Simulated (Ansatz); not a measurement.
A computed series for GaN: carrier doping

Base system: GaN in the rock salt structure (space group Fm-3m, No. 225; a = 4.219 Å; a model cell).

Carriers are added at fixed cell with a uniform background; the Fermi–Dirac width is that of 300 K.

Computed with Ansatz (a program for electronic structure), PBEsol, PAW, cutoff 420 eV, without spin-orbit coupling.

Notes on the quantities. Fermi level from band edge: Fermi level relative to the doped band's edge (positive inside the band; to 0.05 eV).

| case | Fermi level from band edge | gap between the host's bands |
|---|---|---|
| undoped | – | 0.54 eV |
| electrons 5.0×10^20 cm⁻³ | +0.40 eV | 0.54 eV |
| electrons 3.0×10^21 cm⁻³ | +1.20 eV | 0.55 eV |
| electrons 5.0×10^21 cm⁻³ | +1.60 eV | 0.55 eV |
| electrons 7.0×10^21 cm⁻³ | +1.90 eV | 0.55 eV |
| holes 5.0×10^20 cm⁻³ | 0.00 eV | 0.56 eV |
| holes 3.0×10^21 cm⁻³ | +0.10 eV | 0.62 eV |
| holes 5.0×10^21 cm⁻³ | +0.15 eV | 0.67 eV |
| holes 7.0×10^21 cm⁻³ | +0.20 eV | 0.73 eV |

Charged cell with a jellium background: band edges are those of the host's band count, energies are not comparable with the neutral cell, and many-body gap narrowing is missing. Whether these cells are dynamically stable was not tested. The base started in Pnma and relaxed to Fm-3m at this level. This is not the structure that GaN has at room temperature and ambient pressure.
